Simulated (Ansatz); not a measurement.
Seebeck coefficient (μV/K, mean over directions) of n-type MgTe (P6_3mc) against carrier density, Ansatz (a program for electronic structure) with PBEsol with spin-orbit coupling, rigid bands. Computed gap 2.13 eV; densities at which minority carriers matter at this gap, or further valleys turn the trend, are left out. Conductivity mass 0.173 mₑ (harmonic mean over directions), N_c = 1.8e18 cm⁻³ at 300 K.

```
electron density  300 K  500 K
----------------  -----  -----
1e16 cm⁻³           ___   -726
1e17 cm⁻³          -460   -528
1e18 cm⁻³           ___   -332
3e18 cm⁻³          -180   -242
1e19 cm⁻³          -102    ___
3e19 cm⁻³           -54    -87
1e20 cm⁻³           -27    -51
```

Task: Some entries are withheld; supply them.

Result: 
- 1e16 cm⁻³, 300 K: -658
- 1e18 cm⁻³, 300 K: -266
- 1e19 cm⁻³, 500 K: -152

Rigid bands with a gap fixed in temperature, one relaxation time for all states, no polarons or phonon drag, and whether or not such doping can be reached.
